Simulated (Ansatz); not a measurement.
Here is the system:

```xyz
2
Lattice="0.0000 2.8971 2.8971 2.8971 0.0000 2.8971 2.8971 2.8971 0.0000" Properties=species:S:1:pos:R:3 pbc="T T T"
P      1.4486     1.4486     1.4486
In     0.0000     0.0000     0.0000
```

No spin polarisation.

Calculations: r2SCAN/PAW in Ansatz (a program for electronic structure), scalar-relativistic without spin-orbit coupling. Settings: 10×10×10 k-points, 0.05 eV Fermi–Dirac smearing.

### Question
Predict the electron mass, band gap and width of the top valence band.

### Answer
```json
{
  "electron_mass": "0.093 mₑ (at Γ)",
  "band_gap": "1.36 eV",
  "width_of_the_top_valence_band": "3.16 eV"
}
```

Load acts through the strain it causes; cell and atoms are relaxed under it. Masses are band curvatures over ±0.01 Å⁻¹ around the edge. Whether these cells are dynamically stable was not tested. Tetrahedral semiconductors of this kind turn to denser phases somewhere between about 1 and 50 GPa; those were not computed, so compressed cells here can lie past the real transition. The cell was made from InP in the zinc blende structure (space group F-43m, No. 216) by this change: pressure 4.5 GPa.
